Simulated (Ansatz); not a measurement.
Results of HSE06 (PAW; Ansatz, a first-principles code) for C11b MoSi2.

Settings: plane-wave cutoff 460 eV, 12×12×12 k mesh, Fermi–Dirac smearing 0.05 eV, no spin polarisation, scalar-relativistic PAW data made under PBE.

Computed at the level's own relaxed cell.

Task: What does this level give for the lattice parameter a and lattice parameter c?

Result: 
lattice parameter a: 3.191 Å
lattice parameter c: 7.799 Å

Measured, for comparison: lattice constant a 3.205 Å, lattice parameter c 7.845 Å (temperature not stated, not corrected to a static lattice; as tabulated in Pavlosiuk et al. (2022), arXiv:2202.05362). Computed (rounded) less measured: lattice constant a -0.4 %, lattice parameter c -0.6 %. A static lattice is as a rule a little smaller and stiffer than an uncorrected measurement, which narrows the difference in the lattice constant a, lattice parameter c and would widen misses of the other sign.

Note: the run has no spin polarisation, so it can have missed a magnetic state.

Computed values are for the static lattice.

Computing time: very roughly 2.3 core-hours.
